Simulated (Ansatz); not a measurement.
Quick settings and what they miss: Zr2Zn3Ga3 (Pmmm, 8 atoms in the cell)

Self-consistent single point.

```yaml
crystal:
  lattice:
    - [4.03310, 0.00000, 0.00000]
    - [0.00000, 4.07178, 0.00000]
    - [0.00000, 0.00000, 8.24552]
  atoms:
    - { symbol: Zr, position: [0.00000, 0.00000, 0.75427] }
    - { symbol: Zr, position: [0.00000, 0.00000, 0.24573] }
    - { symbol: Zn, position: [0.50000, 0.00000, 0.50000] }
    - { symbol: Zn, position: [0.00000, 0.50000, 0.00000] }
    - { symbol: Zn, position: [0.00000, 0.50000, 0.50000] }
    - { symbol: Ga, position: [0.50000, 0.50000, 0.74132] }
    - { symbol: Ga, position: [0.50000, 0.50000, 0.25868] }
    - { symbol: Ga, position: [0.50000, 0.00000, 0.00000] }
```

Method of the run: PBEsol, PAW files made with PBE (plane waves; Ansatz, a quantum-chemistry and plane-wave program).

Base settings: basis.ecutwfc = 420 eV; kpoints.mp_grid.grid = 7 7 4; hamiltonian.xc = pbesol; hamiltonian.pseudopotentials = {kind: paw} (the program's default PAW files); scf.occupations.method = cold; scf.occupations.width = 0.05 eV.

Tight run (finer mesh or higher cutoff; not a proven limit): basis.ecutwfc: 420 eV → 590 eV; kpoints.mp_grid.grid: 7 7 4 → 10 10 6; scf.convergence.dr2_threshold: default (1e-07 eV) → 1e-09 eV. It gave Fermi level (on the code's own zero) 12.50 eV; pressure -5.23 GPa; largest force (vector length) 0.056 eV/Å.

Quick runs, as changes from the base:
- A: the base itself
- B: basis.ecutwfc: 420 eV → 250 eV; kpoints.mp_grid.grid: 7 7 4 → 6 6 6
- C: basis.ecutwfc: 420 eV → 250 eV; kpoints.mp_grid.grid: 7 7 4 → 1 1 1; kpoints.mp_grid.shift: default → 0.5 0.5 0.5; scf.convergence.dr2_threshold: default (1e-07 eV) → 0.001 eV
- D: basis.ecutwfc: 420 eV → 210 eV; kpoints.mp_grid.grid: 7 7 4 → 8 8 8; scf.convergence.dr2_threshold: default (1e-07 eV) → 0.0001 eV
- E: basis.ecutwfc: 420 eV → 335 eV; kpoints.mp_grid.grid: 7 7 4 → 6 6 6; hamiltonian.xc: pbesol → lda [LDA (PW92)]
- F: basis.ecutwfc: 420 eV → 210 eV; kpoints.mp_grid.grid: 7 7 4 → 2 2 2

Energies are extrapolated to zero smearing width, which holds to low order in the width alone.

Dashes: energy of E, another energy zero.

† marks runs with another functional, U, potentials or spin treatment: their distance from the tight run is not a convergence error alone.

The count of work is k-points × plane waves × bands × iterations; it is no time. 

Pressures in the table are Ansatz's without its Pulay estimate, at a fixed set of plane waves; the tight run's value above holds the estimate.

The starting cell comes from a database of computed structures (which also holds hypothetical and non-ambient phases and stackings), without a prior relaxation at this level. Its lattice was rescaled by a random factor within 2.5 % of one. In the base run, with a pressure of about -5 GPa the cell is away from its equilibrium volume at this level.

```
run  energy less tight (meV/atom)  pressure less tight (GPa)  largest miss in a force vector (eV/Å)  count of work / tight
---  ----------------------------  -------------------------  -------------------------------------  ---------------------
A                             0.0                       0.01                                  0.082                   0.15
B                           766.8                     -50.27                                  0.145                  0.083
C                           846.9                     -40.81                                  0.942                 0.0014
D                          3780.7                    -179.30                                  0.181                  0.087
E†                              –                      -4.49                                  0.094                   0.14
F                          3675.9                    -173.41                                  0.346                 0.0071
```

Among the runs at the tight run's level, the energy misses run from 0.0 to 3780.7 meV/atom.

Keys are those of Ansatz 0.2.
